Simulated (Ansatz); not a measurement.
The starting structures come from a database of crystals and need not be the phases stable at ambient conditions.

By PBEsol, the system below comes out a metal.

Without scattering a metal conducts by its projected Fermi surface.

Input:

```
TaS2
1.0
    3.33037     0.00000     0.00000
    1.66519     6.04706     0.04279
    1.66519     0.43837     2.85068
Ta S
1 2
Direct
  0.00000   0.00000   0.00000
  0.75287   0.74138   0.75287
  0.24713   0.25862   0.24713
```

Space group of this cell: R-3m. The cell was relaxed by PBE-D3(BJ); by PBEsol its mean pressure is -1.0 GPa.

The current flows along the normal of the first two printed cell vectors, the (101) plane of the conventional cell. No spin-orbit coupling; the value is a mean over 0.1 eV about the Fermi level.

### Question
Give the ballistic conductance per area that PBEsol run with Ansatz (an electronic-structure program) yields.

### Answer
0.67 × 10¹⁵ S/m² for both spins.
